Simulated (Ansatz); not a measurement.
The reference is TiO2 in the rutile structure (space group P4_2/mnm, No. 136; a = 4.643 Å, c = 2.964 Å). Axes: x, y, z lie along a, b, c of the conventional cell.

Calculations: PBE, PAW, 420 eV (Ansatz, a program for electronic structure; no SOC).

For the base:

```
Property                            Result
-----------------------------  -----------
Gap character                  direct at Γ
Band gap                           1.86 eV
Shortest interatomic distance     195.8 pm
```

Now apply this change: the cell is stretched by 0.60 % along z with no lateral relaxation, atoms relaxed at fixed cell.

Problem. Estimate the effect on the gap character.

Solution. The gap character remains direct at Γ.

Problem. Predict the new stress.

Solution. The stress (xx, yy, zz, yz, xz, xy; compression positive) is (-0.88, -0.88, -2.78, 0.00, 0.00, 0.00) GPa.

Problem. How does this affect the band gap?

Solution. The band gap decreases by 0.02 eV, from 1.86 eV to 1.84 eV.

Problem. What happens to the shortest interatomic distance?

Solution. The shortest interatomic distance increases by 0.6 pm, from 195.8 pm to 196.4 pm.

The cells carry an imposed strain or load. No phonon test of stability was made. All final runs are without spin polarisation.
